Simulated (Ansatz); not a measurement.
Results of LDA (PAW; Ansatz, a quantum-chemistry and plane-wave program) for CsCl-type AuZn (cubic form, which distorts at low temperature).

Settings: plane-wave cutoff 500 eV, 18×18×18 k mesh, Fermi–Dirac smearing 0.1 eV, scalar-relativistic PAW data made under PBE.

Computed at the level's own relaxed cell.

Q: What does this level give for the equilibrium volume per atom and equilibrium lattice constant a?

A: 
* **equilibrium volume per atom**: 14.83 Å³/atom
* **equilibrium lattice constant a**: 3.096 Å

Note: symmetry holds this phase in the static calculation, where it need not be a minimum.

Spin–orbit coupling is not included; it can shift volumes and moduli of such heavy elements.

The computed numbers hold no vibrational or temperature effects.

Computing time: around 60 core-seconds (rough).
